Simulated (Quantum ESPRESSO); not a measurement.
A self-consistent single point of TiO₂ (Imm2, 6 atoms in the cell) with Quantum ESPRESSO.

Method: LDA (PZ), GBRV 1.5 ultrasoft (LDA) pseudopotentials (plane waves; Quantum ESPRESSO).

```yaml
crystal:
  lattice:
    - [-1.88304, 1.88304, 4.73123]
    - [1.88304, -1.88304, 4.73123]
    - [1.88304, 1.88304, -4.73123]
  atoms:
    - { symbol: Ti, position: [0.75528, 0.25528, 0.50000] }
    - { symbol: Ti, position: [0.00000, 0.00000, 0.00000] }
    - { symbol: O, position: [0.54200, 0.04200, 0.50000] }
    - { symbol: O, position: [0.79200, 0.79200, 0.00000] }
    - { symbol: O, position: [0.20800, 0.20800, 0.00000] }
    - { symbol: O, position: [0.95800, 0.45800, 0.50000] }
```

Reference input (self-consistent single point, DFT, LDA (PZ), plane waves, GBRV 1.5 ultrasoft (LDA) pseudopotentials): ecutwfc = 50 Ry; ecutrho = 400 Ry; occupations = smearing; smearing = fermi-dirac; degauss = 0.00147 Ry; potentials = {Ti: ti_lda_v1.4.uspp.F.UPF, O: o_lda_v1.2.uspp.F.UPF}; K_POINTS = automatic 4 4 4 0 0 0; conv_thr = 1e-11 Ry; mixing_beta = 0.7. This run's input differs from it in these lines:

```diff
@@ -36,3 +36,3 @@
 K_POINTS {automatic}
-4 4 4  0 0 0
+4 4 4  1 1 1
```

The program printed (abridged):

```
     Self-consistent Calculation

     iteration #  1     ecut=    50.00 Ry     beta= 0.70

     negative rho (up, down):  2.785E-03 0.000E+00

     total energy              =    -367.76888211 Ry
     estimated scf accuracy    <       1.15200427 Ry

     iteration #  2     ecut=    50.00 Ry     beta= 0.70

     negative rho (up, down):  1.043E-03 0.000E+00

     total energy              =    -365.01525941 Ry
     estimated scf accuracy    <      24.13972632 Ry

     iteration #  3     ecut=    50.00 Ry     beta= 0.70

     negative rho (up, down):  1.107E-03 0.000E+00

     total energy              =    -368.45902153 Ry
     estimated scf accuracy    <       0.31497544 Ry

   [... 12 blocks of this kind left out ...]

     iteration # 16     ecut=    50.00 Ry     beta= 0.70

     negative rho (up, down):  1.386E-03 0.000E+00

     total energy              =    -368.43105657 Ry
     estimated scf accuracy    <          3.4E-11 Ry

     iteration # 17     ecut=    50.00 Ry     beta= 0.70

     negative rho (up, down):  1.386E-03 0.000E+00
     End of self-consistent calculation

     the Fermi energy is     8.5211 ev

!    total energy              =    -368.43105657 Ry
     estimated scf accuracy    <          5.9E-12 Ry
     smearing contrib. (-TS)   =      -0.00000000 Ry
     internal energy E=F+TS    =    -368.43105657 Ry

     convergence has been achieved in  17 iterations

     negative rho (up, down):  1.386E-03 0.000E+00

     Forces acting on atoms (cartesian axes, Ry/au):

     atom    1 type  1   force =     0.00000000    0.00000000   -0.03398679
     atom    2 type  1   force =     0.00000000    0.00000000    0.01709757
     atom    3 type  2   force =     0.00000000   -0.00000000    0.00103391
     atom    4 type  2   force =     0.00000000    0.00000000    0.00328187
     atom    5 type  2   force =     0.00000000   -0.00000000    0.00521893
   [... lines left out ...]
     Total force =     0.039250     Total SCF correction =     0.000003
   [... lines left out ...]

     negative rho (up, down):  1.386E-03 0.000E+00
          total   stress  (Ry/bohr**3)                   (kbar)     P=      -26.23
  -0.00001661  -0.00000000   0.00000000           -2.44       -0.00        0.00
  -0.00000000  -0.00042090  -0.00000000           -0.00      -61.92       -0.00
   0.00000000  -0.00000000  -0.00009736            0.00       -0.00      -14.32

   JOB DONE.
```

The run converged in 17 iterations. Against the reference run the free energy hardly moves (within 1 meV/atom), the pressure stays at -2.62 GPa, the largest force stays at 0.874 eV/Å and the gap on the mesh goes from 2.090 to 2.190 eV.

The starting cell has typed, rounded lattice constants, without a prior relaxation at this level. Its lattice was rescaled by up to half a per cent. One atom was moved a little off its site on purpose. Another mesh or the band path of this cell gives a smaller gap, so this value is not converged in the mesh.

Cost on one core of a shared machine: roughly 2 min.
